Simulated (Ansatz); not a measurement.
Functionals compared on the (310) surface of bcc Nb in its 1x1 cell, outermost plane spacing 1.05 Å in the ideal cut, in Ansatz (plane waves, PAW). The structure was relaxed with PBE; the other rows are single points on it, each with its references at the same level. Cutoff 420 eV (500 eV for r2SCAN).

Slab: 11 atoms, 10.5 Å thick at the start (thin: gaps and levels are the slab's own); k 12x7x1, smearing 0.1 eV, dipole-corrected; all atoms relaxed; held to the part of the start's symmetry that mesh and held atoms allow; no spin, no spin-orbit, no U. These notes are the PBE run's.

```csv
functional,surface energy (J/m²),work function of the top face (eV),rough cost of the single point
PBE,2.30,3.67,–
LDA,2.65,3.95,about 4 core-minutes (a rough figure)
PBEsol,?,?,around 5 core-minutes (rough)
RPBE,2.13,3.52,very roughly 4 core-minutes
r2SCAN,2.42,3.65,around 8 core-minutes (rough)
```

Question: Complete the blanks.

Answer: 
- PBEsol, surface energy (J/m²): 2.56
- PBEsol, work function of the top face (eV): 3.76

Ansatz is an electronic-structure program.
